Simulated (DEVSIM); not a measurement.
System: n-channel Ge fully depleted SOI MOSFET with HfO2, at 300 K.

```
Item                                                          Value
-----------------------  ------------------------------------------
Gate length                                                  100 nm
Source drain length                                           80 nm
Dielectric thickness                                        10.6 nm
Lateral straggle                                             5.7 nm
Underlap                                                       0 nm
Body thickness                                              23.3 nm
Buried oxide                                                 100 nm
Gate work function                                           4.2 eV
Source and drain doping  8.3e19 cm⁻³, Gaussian tails under the gate
Body doping                                               1e17 cm⁻³
Lifetime                                                     2e-7 s
Supply                                                        1.5 V
Back work function                                          4.31 eV
```

All mobilities are scaled by 1; velocity saturation, μ/(1 + (μE/vsat)^b)^(1/b) with b = 2 for electrons and 1 for holes and E the electric field along each mesh edge, is on. Mobility is μmin + (μ − μmin)/(1 + (N/Nref)^α).

Constants are typed, rounded textbook-type inputs, not results; the design itself was drawn at random and stands for no fabricated device. Values at 300 K.

Ge: gap (eV) 0.664, affinity (eV) 4, permittivity 16, Nc (cm⁻³) 1.04e19, Nv (cm⁻³) 6e18, μn (cm²/Vs) 3900, μp (cm²/Vs) 1900, μn,min 150, μp,min 100, Nref,n 2.6e17, Nref,p 4e17, αn 0.56, αp 0.6, vsat,n (cm/s) 6.5e6, vsat,p (cm/s) 6e6. HfO2: gap (eV) 5.7, affinity (eV) 2.5, permittivity 22. SiO2: gap (eV) 9, affinity (eV) 0.9, permittivity 3.9.

Model (solved in DEVSIM): 2D drift-diffusion, Boltzmann statistics, complete ionisation; no quantum confinement, tunnelling, impact ionisation, self-heating, contact resistance or fringe fields beside the gate. Metal contacts follow the ideal Schottky-Mott rule: no Fermi-level pinning, no interface dipoles.

Transfer curves, |Id| in μA/μm:

| Vg (V) | Vd = 0.05 V | Vd = 1.5 V |
|---|---|---|
| -0.45 | 8.245e-5 | 0.06853 |
| -0.375 | 0.0004363 | 0.2821 |
| -0.3 | 0.002402 | 1.070 |
| -0.225 | 0.01316 | 3.623 |
| -0.15 | 0.07110 | 10.06 |
| -0.075 | 0.3716 | 21.32 |
| 0 | 1.792 | 38.07 |
| 0.075 | 7.224 | 62.02 |
| 0.15 | 21.91 | 95.56 |
| 0.225 | 49.20 | 140.3 |
| 0.3 | 87.05 | 195.1 |
| 0.375 | 131.4 | 257.6 |
| 0.45 | 179.3 | 325.4 |
| 0.525 | 229.1 | 397.2 |
| 0.6 | 279.7 | 471.7 |
| 0.675 | 330.2 | 548.3 |
| 0.75 | 380.3 | 626.5 |
| 0.825 | 429.4 | 705.9 |
| 0.9 | 477.4 | 786.2 |
| 0.975 | 524.0 | 867.3 |
| 1.05 | 569.0 | 949.0 |
| 1.125 | 612.3 | 1031 |
| 1.2 | 654.0 | 1114 |
| 1.275 | 693.8 | 1197 |
| 1.35 | 731.9 | 1281 |
| 1.425 | 768.3 | 1364 |
| 1.5 | 802.9 | 1448 |

### Question
Work out the subthreshold swing at low drain bias from the rows at -0.375 and -0.3 V, and compare it with the thermal limit.

### Answer
log10(0.002402/0.0004363) = 0.741 over 75.0 mV, so S = 101 mV/decade. The limit kT/q ln 10 is 59.5 mV/decade; the ratio is 1.70. This is the steepest step of the table.

### Question
Find both thresholds at the constant current 0.1 μA × (1 μm/L) a micrometre, and the DIBL.

### Answer
The current is 1.00 μA/μm. Interpolating ln Id gives -0.028 V and -0.304 V; their difference over the 1.45 V of drain bias is 190 mV/V.

### Question
Give the natural length λ = √(ε_body t_body t_ox / (ε_ox)) and the gate length in units of it.

### Answer
λ = 13.4 nm and L/λ = 7.5. The formula is that for thin layers, and L is the gate's length, not the shorter one between the doping tails.

Source and drain are degenerate, where Boltzmann statistics are only rough. The electric field that drives the saturation includes the junctions' built-in field, which lowers the mobility there even at small currents: subthreshold currents come out too low, a known weakness of this choice.
